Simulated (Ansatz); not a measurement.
The structure below was relaxed with DFT with PBE, PAW potentials and a 420 eV plane-wave cutoff in Ansatz (an electronic-structure program), no spin-orbit coupling.

Space group C2/m (No. 12); a = 14.451 Å, b = 4.390 Å, c = 7.662 Å, α = γ = 90.00°, β = 99.78°

```json
[
 {"atom": "Sn", "site": "4i", "symmetry": "m", "x": "0.2217", "y": "0.0000", "z": "0.3878"},
 {"atom": "Ge", "site": "4i", "symmetry": "m", "x": "0.2832", "y": "0.0000", "z": "0.0758"},
 {"atom": "Sn", "site": "4i", "symmetry": "m", "x": "0.0218", "y": "0.0000", "z": "0.3237"},
 {"atom": "Ge", "site": "4i", "symmetry": "m", "x": "0.4605", "y": "0.0000", "z": "0.1349"}
]
```

Task: Write out a cell with all atoms.

Result: 
```
SnGe
1.0
   14.45089     0.00000     0.00000
    0.00000     4.38960     0.00000
   -1.30106     0.00000     7.55090
Sn Ge
8 8
Direct
  0.77827   0.00000   0.61224
  0.52175   0.50000   0.32371
  0.72173   0.50000   0.38776
  0.97825   0.00000   0.67629
  0.27827   0.50000   0.61224
  0.02175   0.00000   0.32371
  0.22173   0.00000   0.38776
  0.47825   0.50000   0.67629
  0.78320   0.50000   0.07579
  0.53946   0.00000   0.86514
  0.71680   0.00000   0.92421
  0.96054   0.50000   0.13486
  0.28320   0.00000   0.07579
  0.03946   0.50000   0.86514
  0.21680   0.50000   0.92421
  0.46054   0.00000   0.13486
```
This is the conventional cell.

Each cell is one ordered arrangement of few atoms, which overstates ordering effects compared with a random alloy. Whether these cells are dynamically stable was not tested. The final runs are not spin-polarised. The cell was made from Ge by this change: x(Sn) = 0.5, 8 atoms, C2/m.
